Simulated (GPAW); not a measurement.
## Short convergence ladders for NbH (I4/mmm, 2 atoms in the cell)

```xyz
2
Lattice="-1.5989 1.5989 1.9744 1.5989 -1.5989 1.9744 1.5989 1.5989 -1.9744" Properties=species:S:1:pos:R:3 pbc="T T T"
Nb     0.0000     0.0000     0.0000
H      0.0000     0.0000     1.9744
```

Base method: LDA (Perdew-Wang 92), GPAW PAW datasets LDA (gpaw-data 1.0.1) (plane waves; GPAW).

Base settings: mode = pw; ecut = 800 eV; xc = LDA; kpts = 7 7 7; mesh shift (steps) = 0 0 0; occupations.name = fermi-dirac; occupations.width = 0.1 eV; nbands = -10; convergence.density = 1e-05 e/electron; convergence.energy = 1e-05 eV/electron.

Core times come from one kind of shared machine, to one figure; runs under 30 s give none.

**Zone-centre phonons against the SCF threshold**

In this ladder: symmetry.symmorphic = default; symmetry.tolerance = default; symmetry.point_group = false; displacement = 0.02 Å. Moved along: convergence.density, convergence.eigenstates.

The mesh stays at the base's, so the ladder's end is converged at best in this setting alone.

Frequencies are those of the unrelaxed cell, without the LO-TO term of polar crystals.

Only quantities that move along the ladder and can be compared are tabulated.

| convergence.energy | highest zone-centre frequency (cm⁻¹) | core time / last (rough) |
|---|---|---|
| 7e-05 eV/electron | 1551.6 | 0.3 |
| 7e-07 eV/electron | 1553.2 | 0.4 |
| 7e-09 eV/electron | 1553.3 | 0.4 |
| 7e-13 eV/electron | 1553.4 | 1 |

Coarsest convergence.energy that holds the highest zone-centre frequency within 1 cm⁻¹ of the last step, with all finer ones: 7e-07 eV/electron, at about 0.4 of the last step's time; the step before is off by 1.8 cm⁻¹.

**The force threshold of a relaxation**

On NbH (I4mm, 2 atoms in the cell): one atom moved by 0.15 angstrom.

In this ladder: optimizer = BFGS.

The mesh stays at the base's, so the ladder's end is converged at best in this setting alone.

Only quantities that move along the ladder and can be compared are tabulated.

```csv
fmax,free energy less the last step's (meV/atom),largest force left (eV/Å),relaxation steps
0.2 eV/Å,0.20,0.0851,2
0.05 eV/Å,0.00,0.0025,3
0.02 eV/Å,0.00,0.0025,3
0.001 eV/Å,0.00,0.0006,4
```

Coarsest fmax that holds the largest force left within 0.005 eV/Å of the last step, with all finer ones: 0.05 eV/Å; the step before is off by 0.084 eV/Å.

Coarsest fmax that holds the free energy within 0.1 meV/atom of the last step, with all finer ones: 0.05 eV/Å; the step before is off by 0.20 meV/atom.

On the base run: the starting cell comes from a database of computed structures (which also holds hypothetical and non-ambient phases and stackings), without a prior relaxation at this level. Its lattice was rescaled by up to half a per cent. Spin polarisation is off. In the base run, with a pressure of about -10 GPa the cell is away from its equilibrium volume at this level.
